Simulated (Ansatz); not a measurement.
System: AlB2-type MgB2. Method: LDA (PAW; Ansatz, a first-principles code).

Numerical settings: plane-wave cutoff 520 eV, 18×18×12 k mesh (along the axes of the cell as run), Fermi–Dirac smearing 0.1 eV, perturbation theory, scalar-relativistic PAW data made under PBE.

The cell has the measured lattice parameters. Conventional cell: a = 3.0834 Å, b = 3.0834 Å, c = 3.5213 Å, α = 90.00°, β = 90.00°, γ = 120.00°.

Harmonic phonon frequencies (cm⁻¹; i marks an imaginary mode):

| q point | frequencies |
|---|---|
| Γ | 0 0 0 320 320 374 548 548 688 |
| M | 243 246 319 415 456 494 691 701 742 |
| K | 250 286 286 437 437 647 682 682 733 |
| A | 216 216 219 219 300 369 490 490 630 |
| L | 247 257 301 458 472 520 706 725 744 |
| H | 258 290 290 484 484 650 684 684 703 |

No imaginary mode appears at these points.

Note: the cell isn't this level's own, so it is under some stress, which shifts stiffness and frequencies.
